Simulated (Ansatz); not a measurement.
Data:

```
CELL_PARAMETERS angstrom
      0.00000     3.73904     3.73904
      3.73904     0.00000     3.73904
      3.73904     3.73904     0.00000
ATOMIC_POSITIONS crystal
  Na 0.50000 0.50000 0.50000
  Na 0.75000 0.75000 0.75000
  Pt 0.12500 0.12500 0.12500
  Pt 0.62500 0.12500 0.12500
  Pt 0.12500 0.12500 0.62500
  Pt 0.12500 0.62500 0.12500
```

These are PBEsol, DFPT electron-phonon coupling, linearised Boltzmann equation (plane waves, PAW, scalar-relativistic; Ansatz, a quantum-chemistry and plane-wave program) values and carry that method's errors. How the cell was made: relaxed with this functional, without spin-orbit coupling.

Task: Estimate the phonon-limited resistivity at 300 K, by direction if it differs.

Result: 12.7 μΩ·cm.

A metal at this level (no band gap). Only scattering by harmonic phonons is included (no impurities, grain boundaries, electron-electron scattering or thermal expansion). Spin-orbit coupling is left out, which matters with elements this heavy. The squared frequency of the phonon mode least converged on the k mesh is uncertain by about 15 %. The run warned that the eigensolver left some states short of its tolerance. Halving the electron mesh (20x20x20) moves the resistivity by up to 10 % at 300 K. Smearing 0.20 eV; phonons on a 3x3x3 q mesh, which this run doesn't test.

Formula and space group known from diffraction (Crystallography Open Database), not checked to be the room-temperature form: NaPt2 (Fd-3m).
